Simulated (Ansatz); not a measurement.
Base system: NiO in the rock salt structure (space group Fm-3m, No. 225; ferromagnetic).

```
CELL_PARAMETERS angstrom
      0.00000     2.05860     2.05860
      2.05860     0.00000     2.05860
      2.05860     2.05860     0.00000
ATOMIC_POSITIONS crystal
  O  0.00000 0.00000 0.00000
  Ni 0.50000 0.50000 0.50000
```

All numbers come from Ansatz (a first-principles code) PBEsol, spin-orbit coupling left out, earlier PAW set.

Before the change:

```
Item                                  Result
-----------------------------  -------------
Largest site moment                  1.04 μB
Shortest interatomic distance        2.059 Å
Density                           7.11 g/cm³
Magnetic state                 ferromagnetic
```

The change: full substitution Ni → Mn, then cell and atoms are relaxed.

Tabulated Pauling electronegativity and covalent radius: Ni 1.91, 1.24 Å; Mn 1.55, 1.39 Å.

**Question.** What does the calculation give for the largest site moment, shortest interatomic distance, density and magnetic state after the change?

**Answer.** The largest site moment grows by 2.77 μB, from 1.04 μB to 3.81 μB; the shortest interatomic distance goes up by 0.110 Å to 2.169 Å; the density drops by 1.34 g/cm³, from 7.11 g/cm³ to 5.77 g/cm³; the magnetic state remains ferromagnetic.

No phonon test of stability was made. No Hubbard U is applied and the magnetic state is the run's own (MnO ferromagnetic; NiO ferromagnetic); other magnetic orders, which need larger cells, were not tried and can change the gap. In its common phase, real MnO is an antiferromagnetic insulator at low temperature. In its common phase, real NiO is an antiferromagnetic insulator at low temperature.
